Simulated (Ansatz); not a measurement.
These are PBE (plane waves to 420 eV, PAW; Ansatz, an electronic-structure program) values and carry that method's errors.

Plane-averaged electrostatic potential energy along the normal, in eV from the Fermi level, for Cu on the 1x1 (0001) surface of hcp Ru, one in a 2x2 cell, started at the site 'hollow Ru-Ru-Ru over Ru at depth 2.1 Å':

```
z (Å)  V (eV)
-----  ------
5.10     5.00
5.38     5.00
5.67     5.00
5.95     5.00
6.23     4.99
6.52     4.98
6.80     4.95
7.08     4.89
7.37     4.78
7.65     4.54
7.93     4.06
8.22     3.09
8.50     1.08
8.78    -3.64
9.07   -13.82
9.35   -24.28
9.63   -27.89
9.92   -22.08
10.20  -11.16
10.48   -3.35
10.77   -3.26
11.05  -10.86
11.33  -21.93
11.62  -28.19
11.90  -25.22
12.18  -15.06
12.47   -5.02
12.75   -1.81
13.03   -5.17
13.32  -15.29
13.60  -25.36
13.88  -28.13
14.17  -21.67
14.45  -10.57
14.73   -3.10
15.02   -3.22
15.30  -10.96
15.58  -21.94
15.87  -27.90
16.15  -24.52
16.43  -14.16
16.72   -3.99
17.00    0.33
17.28    0.77
17.57   -0.03
17.85   -0.38
18.13    0.12
18.42    1.58
18.70    3.02
18.98    3.58
19.27    3.80
19.55    3.91
19.83    3.96
20.12    3.99
20.40    4.00
20.68    4.01
20.97    4.01
21.25    4.01
21.53    4.01
21.82    4.02
22.10    4.02
```

Model: 17-atom slab, 6.3 Å thick at the start under the adsorbate (thin: gaps and levels are the slab's own), 6x6x1 mesh, Fermi-Dirac 0.1 eV, dipole correction, 8 atoms held, the rest relaxed; held to the start's symmetry, so lower structures may exist; no spin, no spin-orbit, no U, no dispersion correction. At the end it is bonded to 3 Ru. In PBE it is, or lies within 0.03 eV of, the lowest of the starts that converged.

**Question.** The surface cell has an area of 25.66 Å². What dipole along the normal does the step between the two vacuum levels imply?

**Answer.** the top vacuum level lies 0.99 eV below the bottom one; p = −ε₀ A ΔV (ε₀ = 0.005526 e/(V·Å)) gives 0.14 e·Å a cell.
